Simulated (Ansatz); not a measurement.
Consider CrI$_{3}$ in the BiI3 type structure (space group R-3, No. 148; ferromagnetic; layered, stacked along the Cartesian z axis).

```xyz
8
Lattice="3.3279 1.9213 6.2076 -3.3279 1.9213 6.2076 0.0000 -3.8427 6.2076" Properties=species:S:1:pos:R:3 pbc="T T T"
Cr     0.0000     0.0000     6.2236
Cr     0.0000     0.0000    12.3992
I     -2.1951    -0.0685     7.7396
I      1.1569    -1.8667     7.7396
I      1.0382     1.9353     7.7396
I      2.1951     0.0685    10.8832
I     -1.1569     1.8667    10.8832
I     -1.0382    -1.9353    10.8832
```

Level of theory: PBEsol-D3(BJ) (Ansatz, an electronic-structure program; PAW; 420 eV plane waves; no spin-orbit coupling).

Base values:

The gap character is indirect, k = (0.167, 0.167, -1/3) in the run's primitive reciprocal basis → T, the band gap comes out as 0.94 eV and the c/a ratio comes out as 2.798. The shortest interatomic distance comes out as 2.667 Å.

The change: a hydrostatic pressure of 7 GPa.

**Question.** What does the calculation give for the gap character, band gap, c/a ratio and shortest interatomic distance after the change?

**Answer.** The gap character goes from indirect, k = (0.167, 0.167, -1/3) in the run's primitive reciprocal basis → T to indirect, Γ → k = (0.167, -1/2, -1/2) in the run's primitive reciprocal basis; the band gap drops by 0.45 eV, from 0.94 eV to 0.49 eV; the c/a ratio decreases by 0.052 to 2.746; the shortest interatomic distance shrinks by 0.063 Å (2.667 Å → 2.604 Å).

Other magnetic orders, which the real material may have, were not ruled out. Spin-orbit coupling, missing from the scalar runs, can matter with I. Load acts through the strain it causes; cell and atoms are relaxed under it. Stability against distortions was not tested. No other phases were tried under pressure. Where the two band edges lie in opposite spin channels, the gap is a spin-flip gap. The program warned that a D3 coordination switch lies within reach, so dispersion energies are less smooth here.
